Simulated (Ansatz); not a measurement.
Reference: InP (F-43m), r2SCAN with spin-orbit coupling, rigid bands (plane waves, PAW; Ansatz, a quantum-chemistry and plane-wave program); axes and stresses refer to this cell.

```
CELL_PARAMETERS angstrom
      0.00000     2.93899     2.93899
      2.93899     0.00000     2.93899
      2.93899     2.93899     0.00000
ATOMIC_POSITIONS crystal
  In 0.00000 0.00000 0.00000
  P  0.25000 0.25000 0.25000
```

- Seebeck coefficient, n-type 1e19 cm⁻³: -59 μV/K
- Seebeck coefficient, p-type 1e19 cm⁻³: 320 μV/K
- hole conductivity mass: 0.56 mₑ

Task: Change: biaxial stress in (111) of -2 GPa (compression positive). What happens to Seebeck coefficient, n-type 1e19 cm⁻³, Seebeck coefficient, p-type 1e19 cm⁻³, hole conductivity mass?

Result: Seebeck coefficient, n-type 1e19 cm⁻³ decreases in size to -55 μV/K; Seebeck coefficient, p-type 1e19 cm⁻³ falls to 247 μV/K; hole conductivity mass decreases to 0.35 mₑ.

Masses are for dilute carriers at 300 K, harmonic means over directions unless an axis is named. Seebeck coefficients are for the stated density at 300 K, with one relaxation time for all states and whether or not that doping can be reached. Stresses and pressures are the targets of the relaxation.  The structure type is held under load, also where the real crystal would transform.
